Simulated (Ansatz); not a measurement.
**Cu, response to strain**

Take Cu in the fcc (Cu type) structure (space group Fm-3m, No. 225; relaxed with 0.1 eV smearing) as the base.

```yaml
crystal:
  lattice:
    - [0.00000, 1.78838, 1.78838]
    - [1.78838, 0.00000, 1.78838]
    - [1.78838, 1.78838, 0.00000]
  atoms:
    - { symbol: Cu, position: [0.00000, 0.00000, 0.00000] }
```

Cartesian axes are those of the cell as printed.

Strains are applied to the cell and any free atomic positions relax; under biaxial strain the out-of-plane vector relaxes too; under stress the whole cell relaxes.

Method: r2SCAN, PAW, 500 eV (Ansatz, a quantum-chemistry and plane-wave program; no spin-orbit coupling).

Notes on the quantities. pressure: mean of the normal stresses, compression positive; energy relative to the base: free energy F.

| change | shortest interatomic distance | pressure | space group | energy relative to the base |
|---|---|---|---|---|
| base | 2.529 Å | 0.0 GPa | Fm-3m (No. 225) | 0 meV/atom |
| biaxial strain −0.50 %, plane normal [001], relaxed out of plane | 2.517 Å | 0.5 GPa | I4/mmm (No. 139) | +0.3 meV/atom |
| biaxial strain +4.40 %, plane normal [110], relaxed out of plane | 2.456 Å | -7.2 GPa | Immm (No. 71) | +36 meV/atom |
| isotropic strain +2.57 % | 2.594 Å | -10.2 GPa | Fm-3m (No. 225) | +31 meV/atom |
| uniaxial strain ε_zz = −0.95 % | 2.517 Å | 1.6 GPa | I4/mmm (No. 139) | +0.7 meV/atom |
| uniaxial stress, 2 GPa compression along z | 2.510 Å | – | I4/mmm (No. 139) | +2.2 meV/atom |

A biaxial case was relaxed in a doubled cell and then solved in the primitive one. Stability under load was not tested beyond the relaxation. The final runs are not spin-polarised.
